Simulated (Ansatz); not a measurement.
Data:

```
Na2CO3
1.0
    4.32359    -2.61040    -0.05920
    4.32359     2.61040    -0.05920
   -1.37889     0.00000     5.63149
Na C O
4 2 6
Direct
  0.66703   0.66703   0.73461
  0.33297   0.33297   0.26539
  0.00000   0.00000   0.00000
  0.00000   0.00000   0.50000
  0.33654   0.33654   0.75099
  0.66346   0.66346   0.24901
  0.21419   0.21419   0.83917
  0.78581   0.78581   0.16083
  0.38910   0.81461   0.29544
  0.61090   0.18539   0.70456
  0.18539   0.61090   0.70456
  0.81461   0.38910   0.29544
```

No spin polarisation.

Level of theory: PBEsol (Ansatz, an electronic-structure program), no spin-orbit coupling. Settings: 6×6×5 k-points, 0.05 eV Fermi–Dirac smearing.

Task: What band gap does the calculation give?

Result: 4.38 eV.

Task: What is the computed gap character?

Result: Indirect, A → Γ.

Load acts through the strain it causes; cell and atoms are relaxed under it. Whether these cells are dynamically stable was not tested. The cell was made from Na$_{2}$CO$_{3}$ (space group C2/m, No. 12) by this change: pressure 4.2 GPa.
